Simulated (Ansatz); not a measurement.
The starting structures come from a database of crystals and need not be the phases stable at ambient conditions.

**Evanescent states of YN (P6_3/mmc, not sure to be the ambient phase, 4 atoms a cell, 17.4 Å³ an atom, -2 GPa at this level) along the normal of (001)**

Calculation: r2SCAN (plane waves, PAW; Ansatz, a quantum-chemistry and plane-wave program).

The gap is the functional's own. No spin-orbit coupling. Mid-gap values are interpolated on the energy grid.

Energies count from the valence-band top; κ is the least over a 12×12 mesh across the current.

```json
[
 {"E (eV)": "0.04", "κ (1/Å)": "0.040", "where": "Γ"},
 {"E (eV)": "0.10", "κ (1/Å)": "0.068", "where": "Γ"},
 {"E (eV)": "0.17", "κ (1/Å)": "0.087", "where": "Γ"},
 {"E (eV)": "0.24", "κ (1/Å)": "0.102", "where": "Γ"},
 {"E (eV)": "0.32", "κ (1/Å)": "___", "where": "Γ"},
 {"E (eV)": "0.39", "κ (1/Å)": "___", "where": "Γ"},
 {"E (eV)": "0.46", "κ (1/Å)": "___", "where": "Γ"},
 {"E (eV)": "0.53", "κ (1/Å)": "___", "where": "Γ"},
 {"E (eV)": "0.59", "κ (1/Å)": "___", "where": "off Γ"},
 {"E (eV)": "0.67", "κ (1/Å)": "___", "where": "off Γ"},
 {"E (eV)": "0.73", "κ (1/Å)": "___", "where": "off Γ"},
 {"E (eV)": "0.81", "κ (1/Å)": "___", "where": "off Γ"},
 {"E (eV)": "0.88", "κ (1/Å)": "0.110", "where": "off Γ"},
 {"E (eV)": "0.94", "κ (1/Å)": "0.096", "where": "off Γ"},
 {"E (eV)": "1.01", "κ (1/Å)": "0.076", "where": "off Γ"},
 {"E (eV)": "1.08", "κ (1/Å)": "0.047", "where": "off Γ"}
]
```

### Question
Complete the blanks.

### Answer

- 0.32, κ (1/Å): 0.114
- 0.39, κ (1/Å): 0.124
- 0.46, κ (1/Å): 0.133
- 0.53, κ (1/Å): 0.141
- 0.59, κ (1/Å): 0.144
- 0.67, κ (1/Å): 0.138
- 0.73, κ (1/Å): 0.131
- 0.81, κ (1/Å): 0.122
